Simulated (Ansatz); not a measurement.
## C (model structure, started from the Si type, Cmcm, No. 63, 12 atoms in the cell)

These are HSE06 in Ansatz (plane waves, PAW) values and carry that method's errors.

Run with plane-wave cutoff 460 eV, 10×10×4 k mesh (along the axes of the cell as run), Fermi–Dirac smearing 0.01 eV, scalar-relativistic PAW data made under PBE.

Cell (relaxed with PBEsol):

```
CELL_PARAMETERS angstrom
      1.25101    -3.51126     0.00000
      1.25101     3.51126     0.00000
      0.00000     0.00000     8.32301
ATOMIC_POSITIONS crystal
  C  0.75881 0.24119 0.44519
  C  0.24119 0.75881 0.55481
  C  0.24119 0.75881 0.94519
  C  0.75881 0.24119 0.05481
  C  0.43078 0.56922 0.65750
  C  0.56922 0.43078 0.34250
  C  0.56922 0.43078 0.15750
  C  0.43078 0.56922 0.84250
  C  0.97049 0.02951 0.40963
  C  0.02951 0.97049 0.59037
  C  0.02951 0.97049 0.90963
  C  0.97049 0.02951 0.09037
```

- band gap = 4.06 eV (on the SCF k mesh) (indirect)
- smallest direct gap on the k points sampled = 4.77 eV

Note: the relaxation could raise the start's symmetry but not lower it, so the cell can be a saddle point; cell and atoms aren't relaxed at this level (largest force component 0.15 eV/Å, pressure -3.3 GPa).

Static lattice: no zero-point or thermal effects.

It cost roughly 7 core-minutes of CPU time.

A model structure was made by putting elements into a prototype or built by hand; it is no filed structure, need not be a known phase, and can be a saddle point held by its symmetry.

Ansatz is a first-principles code.
